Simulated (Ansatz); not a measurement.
**A computed series for NaF: element substitutions**

The reference is NaF in the rock salt structure (space group Fm-3m, No. 225).

NaF has the cubic space group Fm-3m (No. 225), the rock salt structure, Pearson symbol cF8. Conventional cell: a = b = c = 4.629 Å, α = β = γ = 90.00°. F on 4a is surrounded by 6 Na at 2.315 Å (octahedral). Na on 4b is surrounded by 6 F at 2.315 Å (octahedral). (Neighbours: up to the widest gap in distance over summed covalent radii, below 1.35, at either atom; cation-cation and far metal-metal contacts left out.)
(The calculation used a cell of 2 atoms; values per cell refer to that cell.)

Each row replaces one element on all its sites; cell and atoms are relaxed.

Computed with PBEsol in Ansatz (plane waves to 420 eV, PAW, scalar-relativistic without spin-orbit coupling).

For the base:

Lattice parameter a: 8.748 bohr

### Question
The aim is a lattice parameter a between 10.138 bohr and 11.069 bohr. Which of these changes reaches it?
A) Na → H
B) F → Cl
C) F → I
D) Na → Li

### Answer
B, F → Cl. It gives 10.585 bohr; Na → Li gives 7.574 bohr; Na → H gives 6.499 bohr; F → I gives 12.099 bohr. Changes not listed may reach it too

With I present, leaving out spin-orbit coupling can change the band edges. Stability against distortions was not tested. As relaxed here, HF is a hypothetical phase, not in the database extracts checked.

Ansatz is an electronic-structure program.
